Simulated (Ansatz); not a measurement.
An Ansatz (a first-principles code) input (r2SCAN, PAW, 500 eV (Ansatz; spin-orbit coupling left out)):

Ansatz 0.2 input:
```yaml
crystal:
  lattice:
    - [0, 2.7147871487, 2.7147871487]
    - [2.7147871487, 0, 2.7147871487]
    - [2.7147871487, 2.7147871487, 0]
  atoms:
    - { symbol: As, position: [0.25, 0.25, 0.25] }
    - { symbol: Ru, position: [0, 0, 0] }
basis: { ecutwfc: 500, ecutrho_ratio: 4, xc_grid: 4, fft_grid_basis: typed }
kpoints: { mp_grid: { grid: [15, 15, 15] } }
hamiltonian:
  xc: r2scan
  dispersion: none
  pseudopotentials: { kind: paw }
scf: { occupations: { method: fermi_dirac, width: 0.05 }, convergence: { dr2_threshold: 0.0000000002 } }
output: { forces: true, stress: true }
checkpoint: { write: state.ck, write_every: 1000 }
```

Question: Which symmetry and how many k-points will the program report, and about how many plane waves at Γ?

Answer: Space group F-43m (ITA 216) with 24 operations, k-points 120 of 3375, and 965 plane waves at Γ.

Stability against distortions was not tested. All final runs are without spin polarisation. An odd electron count without spin: RuAs. The cell was made from BAs by this change: B → Ru; the result is a hypothetical phase, not in the database extracts checked.
